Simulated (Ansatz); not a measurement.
```
MoS2
1.0
    3.22492     0.00000     0.00000
    1.61246     2.79287     0.00000
    0.00000     0.00000    11.99572
Mo S
2 4
Direct
  0.66667   0.66667   0.75000
  0.33333   0.33333   0.25000
  0.66667   0.66667   0.37847
  0.33333   0.33333   0.87847
  0.33333   0.33333   0.62153
  0.66667   0.66667   0.12153
```

No spin polarisation.

The values are results of PBE-D3(BJ)/PAW in Ansatz (a program for electronic structure), no SOC, not measurements. Γ-centred 12×12×3 mesh, Fermi–Dirac width 0.05 eV.

Problem. Predict the band gap, pressure, gap character and width of the top valence band.

Solution. The band gap is 0.60 eV, the pressure (mean of the normal stresses, compression positive) comes out as -4.16 GPa and the gap character comes out as indirect, Γ → K. The width of the top valence band comes out as 1.73 eV.

The cells carry an imposed strain or load. Stability against distortions was not tested. The cell was made from MoS2 (space group P6_3/mmc, No. 194; layered, stacked along the Cartesian z axis) by this change: biaxial strain +2.40 %, plane normal [001], relaxed out of plane.
